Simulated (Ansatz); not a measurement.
**Worked sum: formation energy of RuSi (P2₁3) from the elements**

Consider the formation energy of RuSi (P2₁3) from the elements. Reaction: Ru (hcp) + Si (diamond) → RuSi (P2₁3). A negative value means that the right-hand side lies lower. The value is per atom of the solid.

RuSi (P2₁3), 8 atoms in the cell; spin state with PBE: run without spin. Conventional cell: a = 4.7366 Å, b = 4.7366 Å, c = 4.7366 Å, α = 90.00°, β = 90.00°, γ = 90.00°.

Method: Ansatz (an electronic-structure program), PAW, neutral cells at 0 K with nuclei at rest, on structures from PBE. Ansatz runs with its PAW set soft_1. Other levels take these structures. The lattices are those relaxed with PBE, so at other levels the solids can be strained. A dispersion term (D3(BJ), or D4 for r2SCAN) was computed beside these levels and is taken off wherever the name lacks it. Space groups of crystals are read within 0.01 Å.

Total energies of the cells in eV, at zero smearing width. They compare only within one column; the weights balance every element.

```json
[
 {"cell": "RuSi (P2₁3)", "atoms": "8", "weight": "+1", "r2SCAN": "-26124.46888"},
 {"cell": "Ru (hcp)", "atoms": "2", "weight": "−2", "r2SCAN": "-11781.47543"},
 {"cell": "Si (diamond)", "atoms": "2", "weight": "−2", "r2SCAN": "-1278.12992"}
]
```

r2SCAN: (-26124.46888) − 2 × (-11781.47543) − 2 × (-1278.12992) = -5.258 eV; dividing by 8 atoms gives -0.66 eV/atom.

What follows from the r2SCAN value: A formula unit of RuSi has 2 atoms, so it forms with -0.6573 × 2 = -1.315 eV, or -126.9 kJ/mol at 96.485 kJ/mol per eV.
